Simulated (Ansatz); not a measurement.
**Bi, response to strain**

The reference is Bi (space group R-3m, No. 166; relaxed with 0.1 eV smearing).

```yaml
crystal:
  lattice:
    - [2.23622, 1.29108, 3.75508]
    - [-2.23622, 1.29108, 3.75508]
    - [0.00000, -2.58216, 3.75508]
  atoms:
    - { symbol: Bi, position: [0.24014, 0.24014, 0.24014] }
    - { symbol: Bi, position: [0.75986, 0.75986, 0.75986] }
```

Cartesian axes are those of the cell as printed.

Strains are applied to the cell and any free atomic positions relax; under biaxial strain the out-of-plane vector relaxes too.

The values are results of Kohn–Sham DFT with the PBEsol-D3(BJ) functional, run in Ansatz (a quantum-chemistry and plane-wave program) with PAW and 420 eV plane waves, without spin-orbit coupling, not measurements.

Candidates:
(a) biaxial strain −4.80 %, plane normal [001], relaxed out of plane
(b) biaxial strain +3.97 %, plane normal [001], relaxed out of plane
(c) tensor shear ε_yz = +1.61 %

Notes on the quantities. energy relative to the base: free energy F.

Order them by energy relative to the base, lowest first.

(c) tensor shear ε_yz = +1.61 % (+2.3 meV/atom), (b) biaxial strain +3.97 %, plane normal [001], relaxed out of plane (+15 meV/atom), (a) biaxial strain −4.80 %, plane normal [001], relaxed out of plane (+22 meV/atom)

Whether these cells are dynamically stable was not tested.
